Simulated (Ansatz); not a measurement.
Functionals compared on a constructed model of the (100) surface of fcc Pt, a pseudomorphic layer of Pd in the host's stacking (bottom of the slab: a bare face, its two planes held), in Ansatz (plane waves, PAW). The structure was relaxed with PBE; the other rows are single points on it. Cutoff 420 eV (500 eV for r2SCAN).

Set-up: 7 atoms, 12.0 Å thick at the start; mesh 13x13x1; 0.1 eV smearing; dipole correction on; 2 atoms held, the rest relaxed; symmetry of the start imposed; no spin, no spin-orbit, no U. It is one candidate, not shown to be the stable structure of the face. These notes are the PBE run's.

```json
[
 {"functional": "PBE", "work function of the top face (eV)": "5.01", "rough cost of the single point": "–"},
 {"functional": "RPBE", "work function of the top face (eV)": "4.82", "rough cost of the single point": "about 24 core-seconds (a rough figure)"},
 {"functional": "r2SCAN", "work function of the top face (eV)": "4.99", "rough cost of the single point": "very roughly 50 core-seconds"}
]
```

Ansatz is a program for electronic structure.
